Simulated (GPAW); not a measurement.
Input and output of a relaxation of cell and atoms for LiZn (Fd-3m, 4 atoms in the cell) (GPAW).

Method of the run: PBEsol, GPAW PAW datasets PBEsol (made by gpaw-setup) (plane waves; GPAW).

```
LiZn
1.0
    0.00000     3.03182     3.03182
    3.03182     0.00000     3.03182
    3.03182     3.03182     0.00000
Li Zn
2 2
Direct
  0.25000   0.25000   0.25000
  0.00000   0.00000   0.00000
  0.75000   0.75000   0.75000
  0.50000   0.50000   0.50000
```

Reference input (self-consistent single point, DFT PBEsol, plane waves, GPAW PAW datasets PBEsol (made by gpaw-setup)): mode = pw; ecut = 850 eV; xc = PBEsol; kpts = 8 8 8; mesh shift (steps) = 0 0 0; occupations.name = methfessel-paxton; occupations.width = 0.05 eV; occupations.order = 0; nbands = -12; convergence.forces = 0.001 eV/Å; symmetry.symmorphic = false; symmetry.tolerance = 0.0005. This run's input differs from it in these lines:

```diff
@@ -1,2 +1,4 @@
 from ase import Atoms
+from ase.filters import FrechetCellFilter
+from ase.optimize import LBFGS
 from ase.units import GPa
@@ -19,3 +21,3 @@
             nbands=-12,
-            convergence={'forces': 0.001},
+            convergence={'forces': 0.001, 'density': 1e-05},
             symmetry={'symmorphic': False, 'tolerance': 0.0005},
@@ -24,2 +26,10 @@
 atoms.calc = calc
+
+target = FrechetCellFilter(atoms)
+
+opt = LBFGS(target, logfile='-')
+converged = opt.run(fmax=0.03, steps=40)
+print('Relaxation converged:', converged)
+print('Cell:', atoms.cell.cellpar().round(4))
+print(atoms.get_scaled_positions().round(5))
```

Output, abridged:

```
     iter     time        total  log10-change:
                         energy   eigst   dens  force
iter:   1 --:--:--    -8.751484
iter:   2 --:--:--    -8.680402   -0.75  -1.28
iter:   3 --:--:--    -8.126985   -0.72  -1.32
iter:   4 --:--:--    -8.457365   -1.31  -1.73
iter:   5 --:--:--    -8.155710   -2.04  -1.74
iter:   6 --:--:--    -8.062597   -1.74  -2.06
iter:   7 --:--:--    -8.070931   -3.09  -2.23
iter:   8 --:--:--    -8.053958   -3.75  -2.07
iter:   9 --:--:--    -8.055835   -4.03  -3.15
iter:  10 --:--:--    -8.056342c  -5.01  -2.85
iter:  11 --:--:--    -8.055423c  -5.08  -2.81
iter:  12 --:--:--    -8.053455c  -3.65  -2.89
iter:  13 --:--:--    -8.053460c  -5.18  -4.61
iter:  14 --:--:--    -8.053462c  -6.29  -4.44
iter:  15 --:--:--    -8.053474c  -6.15  -4.25
iter:  16 --:--:--    -8.053464c  -6.57  -3.95
iter:  17 --:--:--    -8.053460c  -6.66  -4.17
iter:  18 --:--:--    -8.053460c  -8.10c -4.46
iter:  19 --:--:--    -8.053460c  -7.02  -4.48
iter:  20 --:--:--    -8.053460c  -8.17c -4.67
iter:  21 --:--:--    -8.053460c  -8.52c -4.71
iter:  22 --:--:--    -8.053460c  -7.35  -4.76
iter:  23 --:--:--    -8.053460c  -8.68c -4.92
iter:  24 --:--:--    -8.053460c  -8.78c -5.04c
iter:  25 --:--:--    -8.053460c  -9.91c -5.12c -16.40c
Converged after 25 iterations.

Dipole moment: (1.329011, 1.329011, 1.329011) |e|*Ang

Energy contributions relative to reference atoms: (reference = -98047.562966)

Kinetic:         -2.557147
Potential:       +6.394732
External:        +0.000000
XC:             -11.831158
Entropy (-ST):   -0.000302
Local:           -0.059736
SIC:             +0.000000
--------------------------
Free energy:     -8.053611
Extrapolated:    -8.053460

Showing only first 2 kpts
 Kpt  Band  Eigenvalues  Occupancy
  0    11      7.52610    0.00000
  0    12      7.52610    0.00000
  0    13      7.52610    0.00000
  0    14      7.64767    0.00000

  1    11      5.65545    0.00000
  1    12      5.65545    0.00000
  1    13      6.33611    0.00000
  1    14      7.48735    0.00000

Fermi level: 3.90141

No gap
   [... lines left out ...]
  2 Zn   -0.00000    0.00000    0.00000
  3 Zn   -0.00000    0.00000    0.00000

       Step     Time          Energy          fmax
LBFGS:    0 --:--:--       -8.053611        0.016890
Relaxation converged: True
Cell: [ 4.2876  4.2876  4.2876 60.     60.     60.    ]
[[0.25 0.25 0.25]
 [0.   0.   0.  ]
 [0.75 0.75 0.75]
 [0.5  0.5  0.5 ]]
Energy (eV): -8.05346
Stress (GPa, Voigt): [ 0.1942  0.1942  0.1942 -0.     -0.      0.    ]
```

The run converged. GPAW prints stress with tension positive. 

Summary of the result:
* **Free energy E − TS (from the program's reference atoms)**: -8.0536 eV
* **Fermi level (on the code's own zero)**: 3.90 eV
* **Pressure**: -0.19 GPa
* **Final cell**: a = b = c = 4.288 Å, α = β = γ = 60.00°
* **Final volume per atom**: 13.93 Å³
* **Relaxation steps**: 0

The starting cell comes from a database of computed structures (which also holds hypothetical and non-ambient phases and stackings), without a prior relaxation at this level. The relaxation keeps the symmetry of its start, so its end need not be a minimum.

Cost on one core of a shared machine: roughly 50 s.
